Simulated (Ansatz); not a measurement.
Consider CsPbCl3 in the cubic perovskite structure (space group Pm-3m, No. 221; a = 5.619 Å).

Level of theory: Ansatz (an electronic-structure program) PBEsol, without spin-orbit coupling.

Base values:

```
Property             Value
-------------  -----------
Gap character  direct at R
Pressure          0.00 GPa
```

It is then changed as follows: an isotropic linear strain of −1.23 %; the atoms relax in the strained cell.

### Question
Predict the new gap character, mean gap deformation potential ΔEg/Δln V, energy relative to the base and pressure.

### Answer
The gap character remains direct at R; the mean gap deformation potential ΔEg/Δln V comes out as +4.7 eV; the energy rises by 3.9 meV/atom; the pressure goes from zero to 1.01 GPa.

With Pb present, leaving out spin-orbit coupling can change the band edges. Stability against distortions was not tested. Many cubic perovskites are stable only at high temperature; tilts and polar distortions were not tested. This is not the structure that CsPbCl3 has at room temperature and ambient pressure.
